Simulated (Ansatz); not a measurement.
Results of r²SCAN+rVV10 (PAW; Ansatz, a quantum-chemistry and plane-wave program) for Be₃N₂ (Ia-3, No. 206).

Numerical settings: plane-wave cutoff 560 eV, 6×6×6 k mesh, Fermi–Dirac smearing 0.01 eV, scalar-relativistic PAW data made under PBE.

Pressure at four volumes; x = ln(V/6.659 Å³). One pressure is withheld.

```
V (Å³/atom)        x  P (GPa)
-----------  -------  -------
6.393        -0.0408    10.04
6.659         0.0000     0.01
6.792         0.0198    -4.35
6.925         0.0392        ?
```

Problem. Pass a parabola P(x) through the three rows shown, estimate the bulk modulus and its pressure derivative near zero pressure, and predict the withheld pressure.

Solution. Slopes between the rows: (0.01 − (10.04))/(0.0000 − (-0.0408)) = -245.83 and (-4.35 − (0.01))/(0.0198 − (0.0000)) = -220.20 GPa. Their difference over the span 0.0606 is c = 25.63/0.0606 = 422.9 GPa, so P(x) = 10.04 + (-245.83)(x − (-0.0408)) + 422.9 (x − (-0.0408))(x − (0.0000)). At the middle row B = −dP/dx = −[-245.83 + 422.9 × 0.0408] = 228.6 GPa, and B′ = dB/dP = 2c/B = 3.7. At x = 0.0392 the parabola gives -8.30 GPa; the run gives -8.33 GPa. The Birch–Murnaghan fit to the energies at all volumes has B0 = 228 GPa and B′ = 3.6.
